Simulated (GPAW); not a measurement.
# Equation of state of hcp Ru (space group 194): energy against volume (GPAW, PBE)

```
Ru
1.0
    2.66181     0.00000     0.00000
   -1.33091     2.30520     0.00000
    0.00000     0.00000     4.20390
Ru
2
Direct
  0.66667   0.33333   0.75000
  0.33333   0.66667   0.25000
```

Method of the run: PBE, GPAW PAW datasets PBE (gpaw-data 1.0.1) (plane waves; GPAW). Settings: mode = pw; ecut = 585 eV; xc = PBE; kpts = 25 25 14; mesh shift (steps) = 0 0 0; occupations.name = fermi-dirac; occupations.width = 0.05 eV; nbands = -8; convergence.density = 1e-05 e/electron; convergence.energy = 1e-05 eV/electron; symmetry.symmorphic = false; symmetry.tolerance = 0.0005; maxiter = 150. The cell above is the first row's. The rows scale it uniformly. In all rows fractional positions and the k mesh are held. E is the free energy at the stated smearing, counted from the lowest row.

```csv
V (Å^3/atom),E (meV/atom)
12.898,?
13.178,24.25
13.458,5.88
13.739,0.00
14.019,5.15
14.299,20.13
14.580,43.81
14.860,75.20
15.141,113.39
```

Problem. Using the third-order Birch-Murnaghan form, a cubic in V^(-2/3), estimate the missing E at V = 12.898 from the other rows, showing the fit.

Solution. With u = V^(-2/3) - 0.171, the rows have u = 0.008239, 0.005745, 0.003326, 0.000997, -0.001255, -0.003443, -0.005555, -0.007608. Least squares gives E = 10.591 - 6398.23·u + 955680·u² + 2685238·u³. Residuals (row less fit): 0.000, -0.005, 0.019, -0.015, 0.009, -0.029, 0.037, -0.013; standard error 0.028 (degrees of freedom: 4). Its minimum lies at u = 0.003302, so V0 = (0.174302)^(-3/2) = 13.74. There d²E/du² = 1965000 and d³E/du³ = 1.611e7, so B0 = (4/9) × 13.74^(-7/3) × 1965000 × 0.160218 = 309 GPa (the last factor turns the table's units into GPa), and B0' = 4 + (2/3) × 0.174302 × (1.611e7)/1965000 = 5.0. The program's pressures in the fitted runs (not shown) pass through zero at V = 13.73, 0.11 % from this V0. At the withheld row, u = 0.010824, so E = 10.591 - 6398.23 × 0.010824 + 955680 × 0.010824² + 2685238 × 0.010824³ = 56.708 meV/atom. The calculation gives 56.60 meV/atom, 0.108 meV/atom below the prediction (0.1 % of the range of E in the table). The row lies outside the fitted rows, so this is an extrapolation. From the scatter of the fitted rows alone, a prediction at this place has a standard error of 0.081 meV/atom, so the miss is 1.3 times that.

Carrying the step between the two nearest rows on in a straight line would have given 42.62, off by 13.98; series whose last step already gives the withheld value aren't shown. The scan was laid around a cell of about the measured size, scaled by a guess for this functional; axis ratios and inner coordinates come from that cell. The runs keep the symmetry of the cell, so they don't test it for distortions. Spin polarisation is off. The shape of the cell and the inner coordinates aren't relaxed, so V0 and B0 belong to this uniform scaling; a relaxed crystal lies no higher in energy and is usually softer. Cutoffs and mesh are single choices, not tested for convergence of this quantity. Series with a scatter that would blur these digits, or in which a gap closes, are not shown. Nor are scans whose minimum lies at an end fitted in this form.
